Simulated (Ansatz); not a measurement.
Consider the following.

End structure of a constructed model of the (111) surface of fcc Pt, a pseudomorphic layer of Rh in the host's stacking (bottom of the slab: a bare face, its two planes held):

```yaml
crystal:
  lattice:
    - [2.80721, 0.00000, 0.00000]
    - [-1.40361, 2.43112, 0.00000]
    - [0.00000, 0.00000, 30.00000]
  atoms:
    - { symbol: Pt, position: [0.33333, 0.66667, 0.26891] }
    - { symbol: Pt, position: [0.66667, 0.33333, 0.34532] }
    - { symbol: Pt, position: [0.00000, 0.00000, 0.42148] }
    - { symbol: Pt, position: [0.33333, 0.66667, 0.49784] }
    - { symbol: Pt, position: [0.66667, 0.33333, 0.57451] }
    - { symbol: Pt, position: [0.00000, 0.00000, 0.65083] }
    - { symbol: Rh, position: [0.33333, 0.66667, 0.72341] }
```

Set-up: 7 atoms, 13.9 Å thick at the start; mesh 15x15x1; 0.1 eV smearing; dipole correction on; single point; on the structure that PBE left under its start's symmetry; no spin, no spin-orbit, no U. In PBE it is, or lies within 0.01 eV a 1x1 cell of, the lowest of the 2 structures of its composition computed so far; larger cells were not tried.

Question: What work function of the top face does r2SCAN, at the PBE geometry (Ansatz, a program for electronic structure) give?

Answer: 5.20 eV
